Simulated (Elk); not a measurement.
A self-consistent single point of TcRu (P1, 2 atoms in the cell) with Elk.

Level of theory: PBEsol, all-electron FP-LAPW, Elk's shipped species files, default APW+lo basis run with Elk.

The change in words: atoms moved at random. Reference geometry:
```
TcRu
1.0
    2.77663     0.00000     0.00000
   -1.38832     2.40463     0.00000
    0.00000     0.00000     4.39483
Tc Ru
1 1
Direct
  0.00000   0.00000   0.00000
  0.33333   0.66667   0.50000
```

Reference input (self-consistent single point, DFT, PBEsol, all-electron FP-LAPW, Elk's shipped species files, default APW+lo basis): xctype = 22; rgkmax = 7; stype = 0; swidth = 0.00499791 Ha; ngridk = 11 11 6. This run's input differs from it in these lines:…

```diff
@@ -27,6 +27,6 @@
   1   : natoms; atposl, bfcmt below
-  0.0000000000  0.0000000000  0.0000000000    0.0 0.0 0.0
+  0.0133320000  -0.0003880000  -0.0024430000    0.0 0.0 0.0
   'Ru.in'   : spfname
   1   : natoms; atposl, bfcmt below
-  0.3333333333  0.6666666667  0.5000000000    0.0 0.0 0.0
+  0.3200010000  0.6670550000  0.5024430000    0.0 0.0 0.0
```

Output, abridged:

```
│ Self-consistent loop started │
│ Loop number : 1 │
 total energy                :     -8805.30382777
│ Loop number : 2 │
 total energy                :     -8805.72249875
RMS change in Kohn-Sham potential (target) :   0.1994063062     (  0.1000000000E-05)
Absolute change in total energy (target)   :   0.4186709758     (  0.1000000000E-03)
│ Loop number : 3 │
 total energy                :     -8806.54381579
RMS change in Kohn-Sham potential (target) :   0.1890296901     (  0.1000000000E-05)
Absolute change in total energy (target)   :   0.9259847838     (  0.1000000000E-03)
│ Loop number : 4 │
   [... lines left out ...]
Absolute change in total energy (target)   :   0.5478540752E-03 (  0.1000000000E-03)
│ Loop number : 15 │
 total energy                :     -8814.09073239
RMS change in Kohn-Sham potential (target) :   0.6385263747E-06 (  0.1000000000E-05)
Absolute change in total energy (target)   :   0.2036359765E-03 (  0.1000000000E-03)
│ Loop number : 16 │
 total energy                :     -8814.09073549
RMS change in Kohn-Sham potential (target) :   0.2244230305E-06 (  0.1000000000E-05)
Absolute change in total energy (target)   :   0.5401316594E-04 (  0.1000000000E-03)
Convergence targets achieved

│ Loop number : 17 │

Energies :
 Fermi                       :     0.414332256102
 total energy                :     -8814.09073484

Density of states at Fermi energy :    46.80241998
 (states/Hartree/unit cell)

Estimated indirect band gap :   0.1712226582E-03
 from k-point    714 to k-point    357
Estimated direct band gap   :   0.1063639512E-01
 at k-point    410

Charges :
 core                        :    56.00000000
 valence                     :    31.00000000
 interstitial                :    2.868899633
 muffin-tins (core leakage)
  species :    1 (Tc)
   atom    1                 :    41.45584810     (  0.2488684565E-06)
  species :    2 (Ru)
   atom    1                 :    42.67525227     (  0.8689523057E-07)
 total in muffin-tins        :    84.13110037
 total calculated charge     :    87.00489706
 total charge                :    87.00000000
 error                       :   0.4897057509E-02

│ Self-consistent loop stopped │
```

The run converged in 17 iterations. The count includes the last loop, which Elk runs after its targets are met. 

The starting cell comes from a database of computed structures (which also holds hypothetical and non-ambient phases and stackings), without a prior relaxation at this level. Its lattice was rescaled by a random factor within 2.5 % of one. For this run, on top of that: atoms moved at random. Spin polarisation is off. Values depend on the basis (sphere radii, cutoffs, local orbitals), which need not be converged. The log's line on a gap gives a spacing of levels on this mesh, which the program prints for metals too.

Cost on one core of a shared machine: roughly 60 s.
